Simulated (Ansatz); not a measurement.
The parent structure is Si in the diamond structure (space group Fd-3m, No. 227; a = 5.470 Å).

Calculations: DFT with PBE, PAW potentials and a 420 eV plane-wave cutoff in Ansatz (a program for electronic structure), without spin-orbit coupling, earlier PAW set.

For the base:

| Quantity | Result |
|---|---|
| Volume per atom | 20.46 Å³ |
| Valley order | a point along ⟨100⟩, about 1.0 Å⁻¹ from Γ 0.61 eV; L along ⟨111⟩ 1.46 eV |
| Width of the top valence band | 3.76 eV |

It is then changed as follows: a hydrostatic pressure of 1.8 GPa.

What happens to the volume per atom?

The volume per atom falls by 0.40 Å³ (20.46 Å³ → 20.06 Å³).

What does the calculation give for the valley order after the change?

The valley order (the lowest conduction-band minima on the path, energy above the VBM, named in the base's zone) changes from a point along ⟨100⟩, about 1.0 Å⁻¹ from Γ 0.61 eV; L along ⟨111⟩ 1.46 eV to a point along ⟨100⟩, about 1.0 Å⁻¹ from Γ 0.58 eV; L along ⟨111⟩ 1.53 eV.

How does this affect the width of the top valence band?

The width of the top valence band increases by 0.08 eV, from 3.76 eV to 3.84 eV.

The levels and masses belong to the bands next to the band gap. Load acts through the strain it causes; cell and atoms are relaxed under it. Whether these cells are dynamically stable was not tested.
